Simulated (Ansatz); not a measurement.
**Ag under a change: x(Pd) = 0.667, 3 atoms, Immm**

The parent structure is Ag in the fcc (Cu type) structure (space group Fm-3m, No. 225; a = 4.054 Å).

The other end (x = 1) is Pd in the fcc (Cu type) structure (space group Fm-3m, No. 225): 14.55 Å³/atom, gap zero.

The change: a fraction x = 0.667 of the Ag sites is given to Pd, ordered in a cell of 3 atoms (starting symmetry Immm) and fully relaxed.

Computed with Ansatz (a first-principles code) PBEsol, scalar-relativistic without spin-orbit coupling. Γ-centred 20×20×20 mesh, Fermi–Dirac width 0.05 eV.

The density rises by 0.93 g/cm³ to 11.68 g/cm³ and the shortest interatomic distance shrinks by 0.112 Å (2.867 Å → 2.755 Å). The band gap stays zero and the mixing energy amounts to -0.01 eV/atom (to 0.01 eV only: unlike meshes or grids). The deviation of the volume from the linear (Vegard-type) interpolation amounts to -0.4 %.

Each cell is one ordered arrangement of few atoms, which overstates ordering effects compared with a random alloy. No phonon test of stability was made. The final runs are not spin-polarised. An odd electron count without spin: AgPd2. AgPd2 has a high density of states at the Fermi level and may be magnetic at this level.
